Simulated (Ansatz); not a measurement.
Results of r²SCAN+rVV10 (PAW; Ansatz, a quantum-chemistry and plane-wave program) for BeS (model structure, started from the rocksalt type, Fm-3m, No. 225, 2 atoms in the cell).

Run with plane-wave cutoff 560 eV, 14×14×14 k mesh, Fermi–Dirac smearing 0.01 eV, scalar-relativistic PAW data made under PBE.

Cell (relaxed at this level):

```
CELL_PARAMETERS angstrom
      0.00000     2.31246     2.31246
      2.31246     0.00000     2.31246
      2.31246     2.31246     0.00000
ATOMIC_POSITIONS crystal
  S  0.00000 0.00000 0.00000
  Be 0.50000 0.50000 0.50000
```

Question: Estimate the band gap, smallest direct gap on the k points sampled and Γ–Γ gap that the calculation returns.

Answer: 
* **band gap**: 1.31 eV (indirect)
* **smallest direct gap on the k points sampled**: 4.62 eV
* **Γ–Γ gap**: 6.54 eV

Note: the relaxation could raise the start's symmetry but not lower it, so the cell can be a saddle point.

It cost roughly 4 core-seconds of CPU time.

A model structure was made by putting elements into a prototype or built by hand; it is no filed structure, need not be a known phase, and can be a saddle point held by its symmetry.
